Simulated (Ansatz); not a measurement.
Results of BLYP (plane waves, PAW; Ansatz, a first-principles code) for cubic perovskite KZnF3.

Run with plane-wave cutoff 520 eV, 8×8×8 k mesh, Fermi–Dirac smearing 0.01 eV, scalar-relativistic PAW data made under PBE.

Pressure at four volumes; x = ln(V/14.422 Å³). One pressure is withheld.

| V (Å³/atom) | x | P (GPa) |
|---|---|---|
| 13.556 | -0.0619 | ? |
| 13.845 | -0.0408 | 2.98 |
| 14.422 | 0.0000 | 0.00 |
| 15.287 | 0.0582 | -3.38 |

Problem. Pass a parabola P(x) through the three rows shown, estimate the bulk modulus and its pressure derivative near zero pressure, and predict the withheld pressure.

Solution. Slopes between the rows: (0.00 − (2.98))/(0.0000 − (-0.0408)) = -73.04 and (-3.38 − (0.00))/(0.0582 − (0.0000)) = -58.08 GPa. Their difference over the span 0.0990 is c = 14.96/0.0990 = 151.1 GPa, so P(x) = 2.98 + (-73.04)(x − (-0.0408)) + 151.1 (x − (-0.0408))(x − (0.0000)). At the middle row B = −dP/dx = −[-73.04 + 151.1 × 0.0408] = 66.9 GPa, and B′ = dB/dP = 2c/B = 4.5. At x = -0.0619 the parabola gives 4.72 GPa; the run gives 4.75 GPa. The Birch–Murnaghan fit to the energies at all volumes has B0 = 66.4 GPa and B′ = 4.7.

Measured, for comparison: bulk modulus 80 GPa (temperature not stated, not corrected to a static lattice, (C11+2C12)/3; as tabulated in Vaitheeswaran et al. (2016), arXiv:1609.00541). Computed (rounded) less measured: bulk modulus -17 %.
